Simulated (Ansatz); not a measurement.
Consider interstitial O in fcc Ag, neutral cell. Level of theory: PBE, PAW (plane waves to 420 eV; Ansatz, an electronic-structure program).

Settings: 32 host sites, the relaxed PBE lattice, a 3×3×3 k-point mesh shifted by half a step, smearing 0.10 eV, spin-restricted, no image-charge correction. No zero-point or tunnelling terms. Sites that were not tried may lie lower.

Barriers: single points on a 4×4×4 k-point mesh shifted by half a step at the bands' geometries (they differ from the bands' own by up to 0.05 eV, and are uncertain by about as much).

The step: one O atom jumps by itself. Atoms about the jump, Cartesian Å from the middle of the jump, before and after:

```tsv
atom	x0	y0	z0	x1	y1	z1
O1	-0.52	-0.52	0.52	0.52	0.52	-0.52
Ag2	-0.52	-0.52	-1.75	-0.70	-0.70	-1.74
Ag3	-0.52	1.75	0.52	-0.70	1.74	0.70
Ag4	1.75	-0.52	0.52	1.74	-0.69	0.70
Ag5	1.56	1.57	-1.56	1.74	1.74	-1.73
Ag6	-2.79	-0.52	0.53	-2.61	-0.52	0.53
Ag7	-0.52	-2.79	0.52	-0.52	-2.61	0.53
Ag8	-0.52	-0.52	2.79	-0.52	-0.52	2.61
```

Task: Where do these atoms stand at the saddle point, and how high is it?

Result: 
```
atom      x      y      z
----  -----  -----  -----
O1     0.06   0.06  -0.07
Ag2   -0.67  -0.67  -1.90
Ag3   -0.67   1.89   0.67
Ag4    1.89  -0.67   0.67
Ag5    1.51   1.51  -1.51
Ag6   -2.60  -0.51   0.51
Ag7   -0.51  -2.60   0.51
Ag8   -0.51  -0.51   2.61
```
It lies 0.36 eV above the start and 0.15 eV above the end. The saddle point's order was not checked, and it lies on a symmetry element of the cell, where a band can be held.
